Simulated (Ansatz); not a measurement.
Results of PBE in Ansatz (PAW) for cubic perovskite CsPbBr3 (cubic high-temperature phase).

Numerical settings: plane-wave cutoff 520 eV, 6×6×6 k mesh, Fermi–Dirac smearing 0.01 eV, scalar-relativistic PAW data made under PBE.

Pressure at four volumes; x = ln(V/43.259 Å³). One pressure is withheld.

| V (Å³/atom) | x | P (GPa) |
|---|---|---|
| 40.664 | -0.0619 | ? |
| 41.529 | -0.0408 | 0.834 |
| 43.259 | 0.0000 | 0.001 |
| 45.855 | 0.0583 | -0.941 |

Pass a parabola P(x) through the three rows shown, estimate the bulk modulus and its pressure derivative near zero pressure, and predict the withheld pressure.

Slopes between the rows: (0.001 − (0.834))/(0.0000 − (-0.0408)) = -20.42 and (-0.941 − (0.001))/(0.0583 − (0.0000)) = -16.16 GPa. Their difference over the span 0.0991 is c = 4.26/0.0991 = 43.0 GPa, so P(x) = 0.834 + (-20.42)(x − (-0.0408)) + 43.0 (x − (-0.0408))(x − (0.0000)). At the middle row B = −dP/dx = −[-20.42 + 43.0 × 0.0408] = 18.7 GPa, and B′ = dB/dP = 2c/B = 4.6. At x = -0.0619 the parabola gives 1.321 GPa; the run gives 1.328 GPa. The Birch–Murnaghan fit to the energies at all volumes has B0 = 18.5 GPa and B′ = 4.7.

Note: the relaxation could not lower the start's symmetry, so the cell can be a saddle point above a distorted one.

Spin–orbit coupling is not included; it can shift volumes and moduli of such heavy elements.

Ansatz is a quantum-chemistry and plane-wave program.
